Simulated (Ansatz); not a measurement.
Where the default PAW files enter, the runs use the earlier of Ansatz's two default sets.

Tunnelling through a barrier is set by its complex band structure: the current falls as exp(−2κd) with the smallest κ.

Input:

```
CELL_PARAMETERS angstrom
      3.07718     0.00000     0.00000
     -1.53859    20.30130     0.00000
      1.53859     0.34982     2.64186
ATOMIC_POSITIONS crystal
  Si 0.45813 0.12480 0.20853
  Si 0.29147 0.62480 0.04187
  Si 0.70834 0.37501 0.95832
  Si 0.54168 0.87501 0.79166
  Si 0.99991 0.99991 0.00009
  Si 0.49991 0.49991 0.50009
  Si 0.91657 0.24990 0.41677
  Si 0.08323 0.74990 0.58343
  C  0.98920 0.65587 0.67746
  C  0.82254 0.15587 0.51080
  C  0.44795 0.78128 0.88539
  C  0.61461 0.28128 0.05205
  C  0.40615 0.40615 0.59385
  C  0.90615 0.90615 0.09385
  C  0.36440 0.03107 0.30226
  C  0.19774 0.53107 0.13560
```

Space group of this cell: P6_3mc. The cell is taken as given.

Transport runs along the normal of the first two printed cell vectors, the (101) plane of the conventional cell.

The gap is the functional's own, uncorrected, and κ follows it; spin-orbit coupling is left out. Mid-gap values are interpolated between the computed energies.

Task: Estimate the band gap and the smallest decay constant κ at mid-gap that r2SCAN (Ansatz, a quantum-chemistry and plane-wave program) returns for this system.

Result: Gap 2.13 eV on a 12×12×12 mesh; κ = 0.233 1/Å, at (0.500, 0.000) of the in-plane reciprocal vectors. At the zone centre, at the nearest computed energy, the slowest state has κ = 0.25 1/Å.
